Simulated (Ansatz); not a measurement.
GaAlN2 (P3m1, No. 156, 4 atoms in the cell; start mp-1228894)

Level of theory: PBE0 in Ansatz (PAW).

Run with plane-wave cutoff 460 eV, 9×9×6 k mesh (along the axes of the cell as run), Fermi–Dirac smearing 0.01 eV, scalar-relativistic PAW data made under PBE.

Cell (relaxed with PBEsol):

AlGaN$_{2}$ has the trigonal space group P3m1 (No. 156), Pearson symbol hP4. Lattice parameters: a = b = 3.147 Å, c = 5.096 Å, α = β = 90.00°, γ = 120.00°. Al on 1a has 4 N at 1.898–1.906 Å (tetrahedral). Ga on 1c sees 4 N at 1.934–1.960 Å (tetrahedral). N1 on 1c sees 3 Al at 1.906 Å and 1 Ga at 1.960 Å (tetrahedral). N2 on 1a has 1 Al at 1.898 Å and 3 Ga at 1.934 Å (tetrahedral). (Neighbours: up to the widest gap in distance over summed covalent radii, below 1.35, at either atom; cation-cation and far metal-metal contacts left out.)

band gap: 4.89 eV (on the SCF k mesh)

Note: cell and atoms aren't relaxed at this level (largest force component 0.08 eV/Å, pressure -1.0 GPa).

Spin–orbit coupling is not included.

A start named mp-… is a Materials Project structure, which need not be a measured phase.

Ansatz is a first-principles code.
